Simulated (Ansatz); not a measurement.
Take Pt in the fcc (Cu type) structure (space group Fm-3m, No. 225; relaxed with 0.1 eV smearing) as the base.

```yaml
crystal:
  lattice:
    - [0.00000, 1.97076, 1.97076]
    - [1.97076, 0.00000, 1.97076]
    - [1.97076, 1.97076, 0.00000]
  atoms:
    - { symbol: Pt, position: [0.00000, 0.00000, 0.00000] }
```

Cartesian axes are those of the cell as printed.

Level of theory: r2SCAN/PAW in Ansatz (a first-principles code), no spin-orbit coupling, earlier PAW set.

Perturbation: a pure shear with ε_xz = ε_zx = -0.0191; the atoms relax in the strained cell.

Question: Predict the stress tensor and what it implies for the stiffness.

Answer: Stress of the strained cell less that of the base (GPa, compression positive):
```
    0.8     0.0     2.8
    0.0    -0.4     0.0
    2.8     0.0     0.8
```

Then −Δσ/γ with γ = 2ε = -0.0382 gives secant stiffness values (nonlinear terms included at this strain): C55 ≈ 74 GPa.

As a check, the harmonic strain energy −½ V₀ Δσ:ε is 5.2 meV/atom; the computed energy rise is 5.1 meV/atom.

No phonon test of stability was made. All final runs are without spin polarisation.
